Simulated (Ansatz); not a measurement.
**PbTe, response to strain**

Start from PbTe in the rock salt structure (space group Fm-3m, No. 225; a = 6.534 Å).

Strains are applied to the cell and any free atomic positions relax.

Calculations: r2SCAN/PAW in Ansatz (a program for electronic structure), no SOC.

| isotropic strain (%) | band gap (eV) |
|---|---|
| -3 | 0.87 |
| -2.5 | 0.91 |
| -2 | 0.95 |
| -1.5 | ? |
| -1 | 1.02 |
| -0.5 | 1.06 |
| 0 | 1.09 |

Problem. Fit E_g = E₀ + Dε (ε in %) to the rows shown and predict the withheld row.

Solution. Least squares on the printed values gives E₀ = 1.09 eV, D = 73.6 meV per % of strain (largest residual 0.00 eV); this predicts 0.98 eV, and the run gives 0.99 eV, in agreement.

Spin-orbit coupling, missing from the scalar runs, can matter with Pb and Te. Whether these cells are dynamically stable was not tested.
